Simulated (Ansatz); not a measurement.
An Ansatz (a quantum-chemistry and plane-wave program) input (Ansatz LDA, without spin-orbit coupling):

Ansatz 0.2 input:
```yaml
crystal:
  lattice:
    - [0, 3.0243972796, 2.9487873476]
    - [3.0243972796, 0, 2.9487873476]
    - [3.0243972796, 3.0243972796, 0]
  atoms:
    - { symbol: Ga, position: [0, 0, 0] }
    - { symbol: Sb, position: [0.25, 0.25, 0.25] }
basis: { ecutwfc: 420, ecutrho_ratio: 4, xc_grid: 2, fft_grid_basis: typed }
kpoints: { mp_grid: { grid: [13, 13, 13] } }
hamiltonian:
  xc: lda
  dispersion: none
  pseudopotentials: { kind: paw }
scf: { occupations: { method: fermi_dirac, width: 0.05 }, convergence: { dr2_threshold: 0.0000000002 } }
relax: { f_tol: 0.005, max_steps: 50 }
output: { forces: true, stress: true }
checkpoint: { write: state.ck, write_every: 1000 }
```

Question: Which symmetry and how many k-points will the program report, and about how many plane waves at Γ?

Answer: Space group I-4m2 (ITA 119) with 8 operations, k-points 196 of 2197, and 1049 plane waves at Γ.

Question: And the final pressure?

Answer: 1.49 GPa (compression positive).

The cells carry an imposed strain or load. No phonon test of stability was made. The cell was made from GaSb in the zinc blende structure (space group F-43m, No. 216) by this change: uniaxial strain ε_zz = −2.50 %.
